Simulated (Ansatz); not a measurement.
Results of r²SCAN in Ansatz (plane waves, PAW) for TePt (model structure, within 0.1 Å of Pm-3m, No. 221, 4 atoms in the cell).

Settings: plane-wave cutoff 560 eV, 12×18×12 k mesh (along the axes of the cell as run), Fermi–Dirac smearing 0.05 eV, scalar-relativistic PAW data made under PBE.

Cell (relaxed at this level):

```cif
data_Pt2Te2
_chemical_formula_sum 'Pt2 Te2'
_space_group_name_H-M_alt 'P 1'
_space_group_IT_number 1
_cell_length_a 4.85543
_cell_length_b 3.41604
_cell_length_c 4.85564
_cell_angle_alpha 90.000
_cell_angle_beta 90.000
_cell_angle_gamma 90.000
loop_
_space_group_symop_operation_xyz
  'x, y, z'
loop_
_atom_site_label
_atom_site_type_symbol
_atom_site_fract_x
_atom_site_fract_y
_atom_site_fract_z
_atom_site_occupancy
Pt1 Pt 0.25000 0.00000 0.74994 1
Pt2 Pt 0.75000 0.00000 0.25006 1
Te1 Te 0.25000 0.50000 0.24999 1
Te2 Te 0.75000 0.50000 0.75001 1
```

**Question.** What does this level give for the bulk modulus B0?

**Answer.** 
* **bulk modulus B0**: 133 GPa

The run finds no gap.

Note: the bulk modulus is −V dP/dV from two relaxed cells at ±2 % in volume.

Spin–orbit coupling is not included; it can open a gap where bands touch, and shift volumes and moduli.

The computed numbers hold no vibrational or temperature effects.

A model structure was made by putting elements into a prototype or built by hand; it is no filed structure, need not be a known phase, and can be a saddle point held by its symmetry.

Ansatz is a quantum-chemistry and plane-wave program.
